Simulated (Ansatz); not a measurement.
**Tl: element substitutions**

Base system: Tl in the hcp (Mg type) structure (space group P6_3/mmc, No. 194; a = 3.520 Å, c = 5.602 Å).

Each row replaces one element on all its sites; cell and atoms are relaxed.

All numbers come from r2SCAN in Ansatz (plane waves to 500 eV, PAW, spin-orbit coupling left out).

```csv
case,shortest interatomic distance,c/a ratio
base,3.461 Å,1.592
Tl → Pb,3.514 Å,1.651
Tl → In,___,___
Tl → Al,___,1.653
Tl → Ga,___,1.622
```

Task: Some entries are withheld; estimate them.

Result: 
- Tl → In, shortest interatomic distance: 3.333 Å
- Tl → In, c/a ratio: 1.648
- Tl → Al, shortest interatomic distance: 2.818 Å
- Tl → Ga, shortest interatomic distance: 2.934 Å

Whether these cells are dynamically stable was not tested. As relaxed here, Ga is a hypothetical phase, not in the database extracts checked. For In and Al in this form, whether it has been made was not checked. This is not the structure that Pb has at room temperature and ambient pressure. This is not the structure that In has at room temperature and ambient pressure. This is not the structure that Al has at room temperature and ambient pressure.

Ansatz is a program for electronic structure.
